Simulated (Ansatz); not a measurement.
By PBEsol, the system below comes out a metal.

The ballistic (Sharvin) conductance counts the channels at the Fermi level: G/A = (e²/h) × channels of both spins per area.

```
CELL_PARAMETERS angstrom
      3.31763     0.00000     0.00000
      0.00000     3.31763     0.00000
      1.65881    -1.65881     1.65881
ATOMIC_POSITIONS crystal
  Nb 0.00000 0.00000 0.00000
```

The cell is taken as given; by PBEsol it stands under a pressure of -7.0 GPa.

The current flows along the normal of the first two printed cell vectors, the (001) plane of the conventional cell. No spin-orbit coupling; the value is a mean over 0.1 eV about the Fermi level.

Q: State the ballistic conductance per area according to PBEsol (Ansatz, a quantum-chemistry and plane-wave program).

A: 1.9 × 10¹⁵ S/m² for both spins.
